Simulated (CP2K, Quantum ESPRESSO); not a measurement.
A Quantum ESPRESSO input for a self-consistent single point of RbBr (Fm-3m, 2 atoms in the cell) (DFT, PBE, plane waves, PseudoDojo standard norm-conserving (PBE) pseudopotentials):

```fortran
&CONTROL
   calculation = 'scf',
   prefix = 'rbbr',
   outdir = './tmp',
   pseudo_dir = './',
   tprnfor = .true.,
   tstress = .true.,
/
&SYSTEM
   ibrav = 0,
   celldm(1) = 9.0421739518,
   nat = 2,
   ntyp = 2,
   ecutwfc = 50,
   occupations = 'fixed',
   nbnd = 12,
/
&ELECTRONS
   conv_thr = 1e-10,
   mixing_beta = 0.7,
/
ATOMIC_SPECIES
Rb    85.4678  Rb.upf
Br    79.9040  Br.upf
CELL_PARAMETERS {alat}
   0.0000000000     0.7071067812     0.7071067812
   0.7071067812     0.0000000000     0.7071067812
   0.7071067812     0.7071067812     0.0000000000
ATOMIC_POSITIONS {crystal}
Rb    0.0000000000    0.0000000000    0.0000000000
Br    0.5000000000    0.5000000000    0.5000000000
K_POINTS {automatic}
7 7 7  0 0 0
```

Write the same calculation as an input for CP2K.

This is the input that was run; spellings and numerical settings could be chosen otherwise.

```
&GLOBAL
  PROJECT rbbr
  RUN_TYPE ENERGY_FORCE
  PRINT_LEVEL MEDIUM
&END GLOBAL
&FORCE_EVAL
  METHOD Quickstep
  STRESS_TENSOR ANALYTICAL
  &DFT
    BASIS_SET_FILE_NAME BASIS_MOLOPT
    POTENTIAL_FILE_NAME GTH_POTENTIALS
    &QS
      METHOD GPW
      EPS_DEFAULT 1E-10
    &END QS
    &MGRID
      CUTOFF 500
      REL_CUTOFF 50
      NGRIDS 5
    &END MGRID
    &SCF
      SCF_GUESS ATOMIC
      EPS_SCF 1E-6
      MAX_SCF 100
      ADDED_MOS 4
      &DIAGONALIZATION
        ALGORITHM STANDARD
      &END DIAGONALIZATION
      &MIXING
        METHOD BROYDEN_MIXING
        ALPHA 0.4
        NBUFFER 8
      &END MIXING
    &END SCF
    &KPOINTS
      SCHEME MONKHORST-PACK 7 7 7
    &END KPOINTS
    &XC
      &XC_FUNCTIONAL PBE
      &END XC_FUNCTIONAL
    &END XC
    &PRINT
      &MO
        EIGENVALUES T
        OCCUPATION_NUMBERS T
        NDIGITS 8
        FILENAME mo
        &EACH
          QS_SCF 0
        &END EACH
        ADD_LAST NUMERIC
      &END MO
      &MULLIKEN ON
      &END MULLIKEN
    &END PRINT
  &END DFT
  &SUBSYS
    &CELL
      ABC 4.78491200 4.78491257 4.78491255
      ALPHA_BETA_GAMMA 60.00000648 60.00000379 60.00000391
      PERIODIC XYZ
    &END CELL
    &COORD
      SCALED
      Rb       0.00000000     0.00000000     0.00000000
      Br       0.50000000     0.50000000     0.50000000
    &END COORD
    &KIND Rb
      BASIS_SET DZVP-MOLOPT-SR-GTH
      POTENTIAL GTH-PBE-q9
    &END KIND
    &KIND Br
      BASIS_SET DZVP-MOLOPT-SR-GTH
      POTENTIAL GTH-PBE-q7
    &END KIND
  &END SUBSYS
  &PRINT
    &FORCES ON
    &END FORCES
    &STRESS_TENSOR ON
    &END STRESS_TENSOR
  &END PRINT
&END FORCE_EVAL
```

Basis settings and potentials, where a program has them, do not carry over. This input uses DFT PBE, GPW, DZVP-MOLOPT-SR-GTH basis, GTH-PBE potentials (GTH_POTENTIALS). Both were run: pressure 1.68 GPa in Quantum ESPRESSO and 1.96 in CP2K; gap on the mesh 4.466 eV in Quantum ESPRESSO and 4.495 in CP2K.

On CP2K: the starting cell comes from a database of computed structures (which also holds hypothetical and non-ambient phases and stackings), without a prior relaxation at this level. Its lattice was rescaled by a random factor within 2.5 % of one. For this run, on top of that: lattice scaled by 0.98. Values carry the incompleteness of an atom-centred basis.

On Quantum ESPRESSO: the starting cell comes from a database of computed structures (which also holds hypothetical and non-ambient phases and stackings), without a prior relaxation at this level. Its lattice was rescaled by a random factor within 2.5 % of one. For this run, on top of that: lattice scaled by 0.98.
